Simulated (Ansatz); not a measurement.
Structures of equal composition on the (111) surface of germanium: Si on all surface atoms, H on every dangling bond; Si on all atoms bonded under the surface atoms, H on every dangling bond. The slabs share one bottom face, and each structure is named by its start. These are constructed structures in small cells; real faces may alloy, dewet or reconstruct in larger ones, and not all known structures of the face are among them. Slabs of about 15 Å with all that they carry, Fermi-Dirac smearing of 0.025 eV. Bottom of the slabs: built like the top, H on every dangling bond, free. Relaxed from the named starts with such symmetry as they have, on meshes of like density; energies extrapolated to zero smearing; no spin-orbit coupling, no U. Spin-polarised runs, if any, are marked in brackets, and their order is one that fits the cell; the others ran without spin. Where a second, spin-polarised start was run, the lower counts.

All values below come from PBE (plane waves to 420 eV, PAW; Ansatz, an electronic-structure program).

Task: Order them by energy per 1x1 cell (lowest first) at the level PBE.

Result: Si on all surface atoms, H on every dangling bond (0.000 eV), Si on all atoms bonded under the surface atoms, H on every dangling bond (0.128 eV)
